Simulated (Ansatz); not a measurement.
Base system: YB2 (space group P6/mmm, No. 191; a = 3.2715 Å, c = 3.8281 Å; relaxed with 0.1 eV smearing). Axes: x lies along a and z along c of the hexagonal cell.

Level of theory: PBEsol/PAW in Ansatz (a program for electronic structure), no spin-orbit coupling.

Before the change:

The shortest interatomic distance is 3.569 bohr.

Modification: strain tensor (xx, yy, zz, yz, xz, xy) = (+1.29, −1.58, +0.41, +0.07, −0.24, +1.07) %, atoms relaxed at fixed cell.

Problem. What happens to the stress?

Solution. The stress (xx, yy, zz, yz, xz, xy; compression positive) is (-4.2, 5.3, -1.2, -0.2, 0.8, -3.4) GPa.

Problem. Estimate the effect on the energy relative to the base.

Solution. The energy increases by 8.1 meV/atom.

Problem. Predict the new largest internal atomic displacement.

Solution. The largest internal atomic displacement is 0.011 Å.

Problem. Predict the new shortest interatomic distance.

Solution. The shortest interatomic distance falls by 0.0836 bohr (3.569 bohr → 3.486 bohr).

No phonon test of stability was made. All final runs are without spin polarisation. An odd electron count without spin: YB2.
